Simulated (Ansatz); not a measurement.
Mo with two functionals, pressure 30 GPa

Consider Mo in the bcc (W type) structure (space group Im-3m, No. 229; a = 3.1608 Å).

(Cell as relaxed with PBE.)

Levels (all Ansatz, a program for electronic structure, PAW, earlier PAW set): PBE (420 eV, no spin-orbit coupling); r2SCAN (500 eV, without spin-orbit coupling).

Each level relaxes its own structure.

```
base                        PBE      r2SCAN
-------------------  ----------  ----------
volume per atom        15.79 Å³    15.64 Å³
lattice parameter a  5.973 bohr  5.954 bohr
band gap                   zero        zero
```

Perturbation: cell and atoms relaxed at a pressure of 30 GPa.

```csv
quantity,PBE,r2SCAN
shortest interatomic distance,5.012 bohr,___
band gap,zero,___
```

Question: Given the PBE results, estimate those of r2SCAN.

Answer: 
- shortest interatomic distance, r2SCAN: 5.002 bohr
- band gap, r2SCAN: zero

PBE's shortest interatomic distance lies 0.010 bohr above r2SCAN's (0.2 %); the two agree on the band gap. Neither level is exact; r2SCAN is the comparison here, not a measurement.

Load acts through the strain it causes; cell and atoms are relaxed under it. Stability against distortions was not tested. No other phases were tried under pressure. All final runs are without spin polarisation.
